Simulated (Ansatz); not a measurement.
Pressure series in CdSe

The reference is CdSe in the wurtzite structure (space group P6_3mc, No. 186; a = 4.340 Å, c = 7.078 Å).

Cell and atoms are relaxed at each pressure.

Calculations: Ansatz (a program for electronic structure) r2SCAN, spin-orbit coupling left out.

Candidates:
(a) pressure 5 GPa
(b) pressure 10 GPa
(c) pressure 7.5 GPa
(d) pressure 0.7 GPa
(e) pressure 1.5 GPa

Base values:

| Item | Value |
|---|---|
| Band gap | 1.11 eV |

Order them by band gap, lowest first.

(d) pressure 0.7 GPa (1.14 eV), (e) pressure 1.5 GPa (1.17 eV), (a) pressure 5 GPa (1.29 eV), (c) pressure 7.5 GPa (1.36 eV), (b) pressure 10 GPa (1.42 eV)

Load acts through the strain it causes; cell and atoms are relaxed under it. Whether these cells are dynamically stable was not tested. Measured, CdSe leaves this structure (for rock salt) near 2.72 GPa (temperature not stated; as listed in Datta, Sujoy, Jana, Debnarayan, arXiv (2020)), on rising pressure, with hysteresis.
